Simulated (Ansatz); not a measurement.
## The (20-21) surface of hcp Zr in its 1x1 cell, outermost plane spacing 0.23 Å in the ideal cut

These are r2SCAN, at the PBE geometry (plane waves to 500 eV, PAW; Ansatz, a program for electronic structure) values and carry that method's errors.

Model: 16-atom slab, 9.7 Å thick at the start (thin: gaps and levels are the slab's own), 12x4x1 mesh, Fermi-Dirac 0.1 eV, dipole correction, single point; on the structure that PBE left under its start's symmetry; no spin, no spin-orbit, no U.

surface energy (mean of both faces): 1.79 J/m²
work function of the top face: 3.76 eV
cost: around 10 core-minutes (rough)
